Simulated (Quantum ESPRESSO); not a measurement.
Input and output of a self-consistent single point for Li3Co (I4/mmm, 4 atoms in the cell) (Quantum ESPRESSO).

Computed with PBEsol, GBRV 1.5 ultrasoft (PBESOL) pseudopotentials (plane waves; Quantum ESPRESSO).

```
Li3Co
1.0
   -1.90585     1.90585     3.87656
    1.90585    -1.90585     3.87656
    1.90585     1.90585    -3.87656
Li Co
3 1
Direct
  0.75000   0.25000   0.50000
  0.25000   0.75000   0.50000
  0.50000   0.50000   0.00000
  0.00000   0.00000   0.00000
```
Moments meant for the start (each program seeds them in its own way; μB, in the order of the atoms Li Li Li Co): 0.0 0.0 0.0 3.0.

Reference input (self-consistent single point, DFT, PBEsol, plane waves, GBRV 1.5 ultrasoft (PBESOL) pseudopotentials): ecutwfc = 50 Ry; ecutrho = 400 Ry; occupations = smearing; smearing = gaussian; degauss = 0.0099958 Ry; nspin = 2; potentials = {Li: li_pbesol_v1.4.uspp.F.UPF, Co: co_pbesol_v1.2.uspp.F.UPF}; K_POINTS = automatic 7 7 7 0 0 0; conv_thr = 1e-09 Ry; mixing_beta = 0.3. This run's input differs from it in these lines:

```diff
@@ -14,4 +14,4 @@
   ntyp = 2,
-  ecutwfc = 50,
-  ecutrho = 400,
+  ecutwfc = 25,
+  ecutrho = 200,
   occupations = 'smearing',
```

Log, with long lists cut:

```
     Self-consistent Calculation

     iteration #  1     ecut=    25.00 Ry     beta= 0.30

---- Real-time Memory Report at c_bands before calling an iterative solver
           106 MiB given to the printing process from OS
            45 MiB allocation reported by mallinfo(arena+hblkhd)
------------------

     total energy              =    -327.75268992 Ry
     estimated scf accuracy    <      49.38197288 Ry

     total magnetization       =     0.14 Bohr mag/cell
     absolute magnetization    =     0.21 Bohr mag/cell

     iteration #  2     ecut=    25.00 Ry     beta= 0.30

   [... lines left out ...]
     absolute magnetization    =     1.86 Bohr mag/cell

     iteration # 25     ecut=    25.00 Ry     beta= 0.30

---- Real-time Memory Report at c_bands before calling an iterative solver
           147 MiB given to the printing process from OS
            69 MiB allocation reported by mallinfo(arena+hblkhd)
------------------

     Magnetic moment per site  (integrated on atomic sphere of radius R)
     atom   1 (R=0.235)  charge=  2.5061  magn= -0.0605
     atom   2 (R=0.235)  charge=  2.5061  magn= -0.0605
     atom   3 (R=0.235)  charge=  2.5135  magn= -0.0807
     atom   4 (R=0.235)  charge= 15.7916  magn=  1.4405
     End of self-consistent calculation

     the Fermi energy is     4.5886 ev

!    total energy              =    -340.92811997 Ry
     estimated scf accuracy    <          2.0E-10 Ry
     smearing contrib. (-TS)   =      -0.00407506 Ry
     internal energy E=F+TS    =    -340.92404491 Ry

     total magnetization       =     1.03 Bohr mag/cell
     absolute magnetization    =     1.86 Bohr mag/cell

     convergence has been achieved in  25 iterations

     Forces acting on atoms (cartesian axes, Ry/au):

     atom    1 type  1   force =     0.00000000    0.00000000    0.00000000
   [... zero for the other atoms too ...]

     Total force =     0.000000     Total SCF correction =     0.000000

          total   stress  (Ry/bohr**3)                   (kbar)     P=     -809.01
  -0.00547612  -0.00000000   0.00000000         -805.57       -0.00        0.00
  -0.00000000  -0.00547612   0.00000000           -0.00     -805.57        0.00
  -0.00000000   0.00000000  -0.00554644           -0.00        0.00     -815.91

   JOB DONE.
```

The run converged in 25 iterations. Against the reference run the free energy rises by 1.14 eV/atom, the pressure goes from -1.07 to -80.90 GPa and the size of the net moment moves little (0.27 to 0.26 μB/atom).

The starting cell comes from a database of computed structures (which also holds hypothetical and non-ambient phases and stackings), without a prior relaxation at this level. With one magnetic atom in the cell only a parallel order is possible. At the lowered cutoff the pressure carries the error of an incomplete plane-wave basis.

Cost on one core of a shared machine: roughly 70 s.
